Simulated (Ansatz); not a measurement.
CsCl-type FeAl was calculated with PBE-D4 in Ansatz (PAW).

Settings: plane-wave cutoff 520 eV, 18×18×18 k mesh, Fermi–Dirac smearing 0.05 eV, no spin polarisation, scalar-relativistic PAW data made under PBE.

Cell (relaxed at this level):

```yaml
crystal:
  lattice:
    - [2.84186, 0.00000, 0.00000]
    - [0.00000, 2.84186, 0.00000]
    - [0.00000, 0.00000, 2.84186]
  atoms:
    - { symbol: Al, position: [0.50000, 0.50000, 0.50000] }
    - { symbol: Fe, position: [0.00000, 0.00000, 0.00000] }
```

Question: Estimate the bulk modulus B0 and pressure derivative B′ of the bulk modulus that the calculation returns.

Answer: 
- bulk modulus B0: 193 GPa
- pressure derivative B′ of the bulk modulus: 4.2

The run finds no gap.

Measured, for comparison: bulk modulus 152 GPa (room temperature, no zero-point or thermal correction; as tabulated in Yamada et al. (2019), arXiv:1910.09660). Computed (rounded) less measured: bulk modulus +27 %.

It cost very roughly 50 core-seconds of CPU time.

Ansatz is an electronic-structure program.
